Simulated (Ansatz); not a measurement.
# Effect of biaxial strain −0.38 %, plane normal [111], relaxed out of plane on Rh

Base system: Rh in the fcc (Cu type) structure (space group Fm-3m, No. 225; a = 3.800 Å). Axes: x, y, z lie along the cube axes.

It is then changed as follows: biaxial strain −0.38 %, plane normal [111], relaxed out of plane (Cartesian); in-plane vectors clamped, the third vector and the atoms free.

Method: r2SCAN/PAW in Ansatz (a program for electronic structure), scalar-relativistic without spin-orbit coupling. k-mesh 21×21×21 (Γ-centred); smearing 0.05 eV (Fermi–Dirac).

```json
[
 {"quantity": "volume per atom", "base": "13.72 Å³", "changed": "13.64 Å³", "shift": "-0.08 Å³"},
 {"quantity": "shortest interatomic distance", "base": "2.687 Å", "changed": "2.677 Å", "shift": "-0.010 Å"},
 {"quantity": "energy relative to the base (free energy F)", "base": "0 meV/atom", "changed": "+0.8 meV/atom", "shift": "+0.8 meV/atom"},
 {"quantity": "pressure (mean of the normal stresses, compression positive)", "base": "0.0 GPa", "changed": "1.6 GPa", "shift": "+1.6 GPa"},
 {"quantity": "band gap", "base": "zero", "changed": "zero", "shift": "–"},
 {"quantity": "out-of-plane strain (rough)", "base": "–", "changed": "+0.21 %", "shift": "–"}
]
```

Without a gap, meshes like the base's 21×21×21 leave anisotropic stresses uncertain by several tenths of a GPa, and small strain energies with them. Stability against distortions was not tested. All final runs are without spin polarisation.
